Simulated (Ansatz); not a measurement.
Convergence study of zone-centre phonons against the mesh for AuZn (Pm-3m, 2 atoms in the cell)

```xyz
2
Lattice="3.1406 0.0000 0.0000 0.0000 3.1406 0.0000 0.0000 0.0000 3.1406" Properties=species:S:1:pos:R:3 pbc="T T T"
Zn     1.5703     1.5703     1.5703
Au     0.0000     0.0000     0.0000
```

Computed with PBE (plane waves, PAW; Ansatz, a program for electronic structure).

Base settings: basis.ecutwfc = 30.9 Ry; kpoints.mp_grid.grid = 11 11 11; hamiltonian.xc = pbe; hamiltonian.pseudopotentials = {kind: paw} (the program's default PAW files); scf.occupations.method = fermi_dirac; scf.occupations.width = 0.0073 Ry.

In this ladder: phonons.method = dfpt.

Frequencies are those of the unrelaxed cell, without the LO-TO term of polar crystals.

Only quantities that move along the ladder and can be compared are tabulated.

Core times come from one kind of shared machine, to one figure; runs under 30 s give none.

The starting cell has typed, rounded lattice constants, without a prior relaxation at this level. Its lattice was rescaled by up to half a per cent. In the base run, with a pressure of about 6 GPa the cell is away from its equilibrium volume at this level.

| kpoints.mp_grid.grid | highest zone-centre frequency (cm⁻¹) | core time / last (rough) |
|---|---|---|
| 3 3 3 | 154.0 | – |
| 4 4 4 | 141.4 | – |
| 5 5 5 | 148.0 | – |
| 7 7 7 | 146.6 | – |
| 8 8 8 | 148.3 | – |
| 10 10 10 | 146.5 | – |
| 12 12 12 | 147.1 | – |
| 15 15 15 | 146.8 | 0.3 |
| 19 19 19 | 147.1 | 0.4 |
| 24 24 24 | 147.1 | 1 |

Coarsest kpoints.mp_grid.grid that holds the highest zone-centre frequency within 5 cm⁻¹ of the last step, with all finer ones: 5 5 5; the step before is off by 5.6 cm⁻¹.

Keys are those of Ansatz 0.2.
